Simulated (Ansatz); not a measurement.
Consider Ta in the bcc (W type) structure (space group Im-3m, No. 229; a = 3.282 Å; relaxed with 0.1 eV smearing). Axes: x, y, z lie along the cube axes.

Calculations: Ansatz (an electronic-structure program), PBEsol, PAW, cutoff 420 eV, no SOC.

Strains are applied to the cell and any free atomic positions relax.

One change was made to it. Results:

The energy rises by 1.6 meV/atom; the pressure (mean of the normal stresses, compression positive) goes from zero to 2.1 GPa.

Which change produced these results?
A) uniaxial strain ε_zz = +0.50 %
B) uniaxial strain ε_zz = −3.00 %
C) uniaxial strain ε_zz = −1.00 %

C, uniaxial strain ε_zz = −1.00 %. For comparison, the energy relative to the base in the other runs: uniaxial strain ε_zz = −3.00 % gives +15 meV/atom; uniaxial strain ε_zz = +0.50 % gives +0.4 meV/atom.

No phonon test of stability was made. All final runs are without spin polarisation.
